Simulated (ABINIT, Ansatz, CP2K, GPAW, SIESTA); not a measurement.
**AlNi (Pm-3m, 2 atoms in the cell) computed with different codes at matched settings**

Self-consistent single point.

```yaml
crystal:
  lattice:
    - [2.82139, 0.00000, 0.00000]
    - [0.00000, 2.82139, 0.00000]
    - [0.00000, 0.00000, 2.82139]
  atoms:
    - { symbol: Al, position: [0.50000, 0.50000, 0.50000] }
    - { symbol: Ni, position: [0.00000, 0.00000, 0.00000] }
```

Shared settings, as Ansatz (a quantum-chemistry and plane-wave program) writes them: kpoints.mp_grid.grid = 9 9 9; scf.occupations.method = gaussian; scf.occupations.width = 0.272 eV. Potentials and cutoffs stand in the table.

```json
[
 {"code": "Ansatz", "model": "LDA (PW92), default PAW files made with PBE", "pressure (GPa)": "2.16", "cutoff": "default"},
 {"code": "ABINIT", "model": "LDA (PW92), norm-conserving pseudopotentials (PseudoDojo nc-sr-04 LDA standard)", "pressure (GPa)": "1.58", "cutoff": "49 Ha"},
 {"code": "CP2K", "model": "LDA (Pade form), GPW, DZVP-MOLOPT-SR-GTH basis, GTH-PADE potentials (GTH_POTENTIALS)", "pressure (GPa)": "0.32", "cutoff": "grid 600 Ry"},
 {"code": "GPAW", "model": "LDA (Perdew-Wang 92), GPAW PAW datasets LDA (gpaw-data 1.0.1)", "pressure (GPa)": "3.42", "cutoff": "850 eV"},
 {"code": "SIESTA", "model": "LDA PW92, numerical atomic orbitals DZP, PseudoDojo LDA standard norm-conserving potentials (rewritten from UPF to PSML)", "pressure (GPa)": "-0.86", "cutoff": "grid 400 Ry"}
]
```

On Ansatz's run: spin polarisation is off.

The spread over the programs that give each value: pressure within 4.28 GPa.

CP2K and SIESTA use small atom-centred bases, whose incompleteness enters pressures, forces and empty levels differently from a plane-wave cutoff. Ansatz's pressure is given at a fixed set of plane waves, as the other plane-wave codes print theirs; with its correction for the finite basis it is 2.26 GPa. In the pressure, CP2K (by 1.84), GPAW (by 1.25) and SIESTA (by 3.02) lie more than 1 GPa from the median of the plane-wave programs.

The starting cell comes from a database of computed structures (which also holds hypothetical and non-ambient phases and stackings), without a prior relaxation at this level. Its lattice was rescaled by a random factor within 2.5 % of one.

Left out of this page: Elk and FLEUR (not drawn, or without a comparable value).

Keys are those of Ansatz 0.2.
